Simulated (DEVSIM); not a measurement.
System: abrupt Si n-p junction, at 300 K.

```tsv
layer (left to right)	material	thickness (μm)	Nd (cm⁻³)	Na (cm⁻³)	τn (s)	τp (s)
1	Si	0.640	5e15	-	9.1e-6	9.1e-6
2	Si	8.60	-	9.1e17	9.1e-6	9.1e-6
```

Left contact: ohmic. Right contact: ohmic. Voltage is applied to the left contact. Recombination: SRH at mid-gap, Auger. Mobility is μmin + (μ − μmin)/(1 + (N/Nref)^α).

The device is made up for the run: typed textbook-type constants, with dimensions and the other settings drawn at random. Values at 300 K.

```csv
parameter,Si
gap (eV),1.124
affinity (eV),4.05
permittivity,11.7
Nc (cm⁻³),2.86e19
Nv (cm⁻³),3.1e19
μn (cm²/Vs),1417
μp (cm²/Vs),470
"μn,min",52
"μp,min",45
"Nref,n",9.7e16
"Nref,p",2.2e17
αn,0.68
αp,0.72
Cn (cm⁶/s),2.8e-31
Cp (cm⁶/s),9.9e-32
```

Simulated with DEVSIM: 1D drift-diffusion, Boltzmann statistics, complete ionisation; no tunnelling, impact ionisation, image-force lowering or self-heating.

Problem. Tabulate band edges, carrier densities and field at zero bias.

Solution. Energies count from the Fermi level of the right contact; mesh points crowd at the junctions.

| x (μm) | Ec (eV) | Ev (eV) | n (cm⁻³) | p (cm⁻³) | field (V/cm) |
|---|---|---|---|---|---|
| 0.000 | 0.224 | -0.900 | 5.0e15 | 23000 | 170 |
| 0.02338 | 0.224 | -0.900 | 4.9e15 | 24000 | 190 |
| 0.06774 | 0.225 | -0.899 | 4.7e15 | 25000 | 310 |
| 0.1520 | 0.230 | -0.894 | 3.9e15 | 30000 | 1100 |
| 0.3794 | 0.370 | -0.754 | 1.8e13 | 6600000 | 14000 |
| 0.5150 | 0.625 | -0.499 | 8.9e8 | 1.3e11 | 24000 |
| 0.5865 | 0.817 | -0.307 | 530000 | 2.2e14 | 30000 |
| 0.6326 | 0.969 | -0.155 | 1500 | 7.6e16 | 42000 |
| 0.6521 | 1.031 | -0.093 | 140 | 8.4e17 | 4700 |
| 0.6911 | 1.033 | -0.091 | 130 | 9.1e17 | ≈ 0 |
| 0.7658 | 1.033 | -0.091 | 130 | 9.1e17 | ≈ 0 |
| 0.9973 | 1.033 | -0.091 | 130 | 9.1e17 | ≈ 0 |
| 1.376 | 1.033 | -0.091 | 130 | 9.1e17 | ≈ 0 |
| 2.132 | 1.033 | -0.091 | 130 | 9.1e17 | ≈ 0 |
| 4.473 | 1.033 | -0.091 | 130 | 9.1e17 | ≈ 0 |
| 6.814 | 1.033 | -0.091 | 130 | 9.1e17 | ≈ 0 |
| 8.036 | 1.033 | -0.091 | 130 | 9.1e17 | ≈ 0 |
| 8.648 | 1.033 | -0.091 | 130 | 9.1e17 | ≈ 0 |
| 9.022 | 1.033 | -0.091 | 130 | 9.1e17 | ≈ 0 |
| 9.143 | 1.033 | -0.091 | 130 | 9.1e17 | ≈ 0 |
| 9.203 | 1.033 | -0.091 | 130 | 9.1e17 | ≈ 0 |
| 9.240 | 1.033 | -0.091 | 130 | 9.1e17 | ≈ 0 |
